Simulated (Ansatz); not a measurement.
Corundum In₂O₃ (high-pressure phase) was calculated with r²SCAN (Ansatz, a quantum-chemistry and plane-wave program, plane waves, PAW).

Numerical settings: plane-wave cutoff 560 eV, 8×8×8 k mesh, Fermi–Dirac smearing 0.01 eV, scalar-relativistic PAW data made under PBE.

Cell (measured lattice):

```xyz
10
Lattice="2.7435 1.5840 4.8367 -2.7435 1.5840 4.8367 0.0000 -3.1679 4.8367" Properties=species:S:1:pos:R:3 pbc="T T T"
In     0.0000     0.0000     5.1846
In     0.0000     0.0000     2.0704
In     0.0000     0.0000     9.3254
In     0.0000     0.0000    12.4396
O     -1.1084     1.5840     8.4642
O     -0.8176    -1.7519     8.4642
O      1.9259     0.1679     8.4642
O      1.1084    -1.5840     6.0458
O      0.8176     1.7519     6.0458
O     -1.9259    -0.1679     6.0458
```

### Question
Predict the band gap and smallest direct gap on the k points sampled.

### Answer

band gap: 1.88 eV
smallest direct gap on the k points sampled: 1.91 eV

Note: cell and atoms aren't relaxed at this level (largest force component 0.13 eV/Å, pressure 2.1 GPa).

Spin–orbit coupling is not included.

Static lattice: no zero-point or thermal effects.

It cost about 70 core-seconds (a rough figure) of CPU time.
